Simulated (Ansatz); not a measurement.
Input:

```yaml
crystal:
  lattice:
    - [3.59129, 0.00000, 0.00000]
    - [1.79564, 3.11015, 0.00000]
    - [0.00000, 0.00000, 6.25848]
  atoms:
    - { symbol: Ti, position: [0.00000, 0.00000, 0.00000] }
    - { symbol: Te, position: [0.33333, 0.33333, 0.27834] }
    - { symbol: Te, position: [0.66667, 0.66667, 0.72166] }
```

No spin polarisation.

The values are results of PBEsol-D3(BJ) (Ansatz, a quantum-chemistry and plane-wave program, PAW, without spin-orbit coupling), earlier PAW set, not measurements. k-mesh 18×18×10 (Γ-centred); smearing 0.1 eV (Fermi–Dirac).

**Question.** Predict the pressure and band gap.

**Answer.** 
- Pressure (mean of the normal stresses, compression positive): 0.6 GPa
- Band gap: zero

The cells carry an imposed strain or load. No phonon test of stability was made. All final runs are without spin polarisation. The cell was made from TiTe₂ in the CdI2 type structure (space group P-3m1, No. 164; layered, stacked along the Cartesian z axis) by this change: biaxial strain −0.76 %, plane normal [001], relaxed out of plane.
